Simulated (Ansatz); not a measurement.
The starting structures come from a database of crystals and need not be the phases stable at ambient conditions.

By PBEsol, the system below comes out a metal.

```xyz
13
Lattice="4.2288 0.0000 0.0000 -2.1144 3.6622 0.0000 0.0000 0.0000 7.3292" Properties=species:S:1:pos:R:3 pbc="T T T"
Ti     0.0000     0.0000     0.0000
Be     2.1144     1.2207     0.0000
Be     0.0000     2.4415     0.0000
Be     2.1144     1.2207     3.6646
Be     0.0000     2.4415     3.6646
Be     0.0000     0.0000     2.5468
Be     0.0000     0.0000     4.7823
Be     1.0572     1.8311     1.7631
Be     1.0572     1.8311     5.5660
Be    -1.0572     1.8311     1.7631
Be    -1.0572     1.8311     5.5660
Be     0.0000     3.6622     1.7631
Be     0.0000     3.6622     5.5660
```

Space group of this cell: P6/mmm. The cell is taken as given; by PBEsol its mean pressure is -1.6 GPa.

The current flows along the normal of the first two printed cell vectors, the (001) plane of the conventional cell. No spin-orbit coupling; the value is a mean over 0.1 eV about the Fermi level.

Question: Predict the ballistic conductance per area from PBEsol (Ansatz, a first-principles code).

Answer: 0.44 × 10¹⁵ S/m² for both spins.
